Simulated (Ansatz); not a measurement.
ZnSiP2: energy against volume

ZnSiP2 (chalcopyrite, I-42d, 18.267 Å³/atom and stress up to 0.01 GPa in the relaxed cell, c along z) under hydrostatic pressure, with the cell free. LDA in Ansatz, a plane-wave DFT program (PAW, default set), 420 eV, 9×9×9 Γ-centred mesh, Fermi-Dirac smearing 0.05 eV; ions are relaxed, or left where forces stay under 0.02 eV/Å, within the symmetry of each cell.

Here V stands for volume and E for E less E0.

```csv
volume (Å³/atom),E less E0 (meV/atom),pressure (GPa)
18.6594,2.49,-1.99
18.4561,0.59,-0.99
18.2671,0.00,0.00
18.1026,0.46,0.90
17.8958,2.39,2.10
17.5188,10.09,4.49
16.9073,?,?
```

Taking the third-order Birch-Murnaghan form, a cubic in V^(-2/3) for E over the 6 complete rows: With u = V^(-2/3) - 0.1448, the rows have u = -0.0026539, -0.0016120, -0.0006260, 0.0002461, 0.0013614, 0.0034508. Least squares gives E = 0.236 + 756.1·u + 606412·u² + 573569·u³. Residuals (row less fit): 0.000, -0.001, 0.000, 0.001, -0.001, 0.000; standard error 0.001 (degrees of freedom: 2). Its minimum lies at u = -0.0006240, so V0 = (0.1441760)^(-3/2) = 18.27. There d²E/du² = 1211000 and d³E/du³ = 3441000, so B0 = (4/9) × 18.27^(-7/3) × 1211000 × 0.160218 = 98.1 GPa (the last factor turns the table's units into GPa), and B0' = 4 + (2/3) × 0.1441760 × (3441000)/1211000 = 4.3. B0' rests on the cubic coefficient alone and has a standard error of 0.1 from these residuals.

Q: Estimate the missing E (V = 16.9073); what did the run itself give?

A: u = 0.0070042, so E = 0.236 + 756.1 × 0.0070042 + 606412 × 0.0070042² + 573569 × 0.0070042³ = 35.479 meV/atom. The calculation gives 35.55 meV/atom, 0.071 meV/atom above the prediction (0.2 % of the range of E in the table). The row lies outside the fitted rows, so this is an extrapolation. The scatter of the fitted rows lies at the last printed digit.

Other structures, which can take over under pressure, weren't tried. The same form fitted to the pressure column gives B0' = 4.4; series where the two differ by over 0.4 aren't shown. Rows are the converged runs of the series near zero and its far end, less any whose ions stayed unrelaxed beside relaxed ones; series whose fitted rows scatter by over a few per cent of the range, as at a crossing or softening among them, aren't shown in this form.
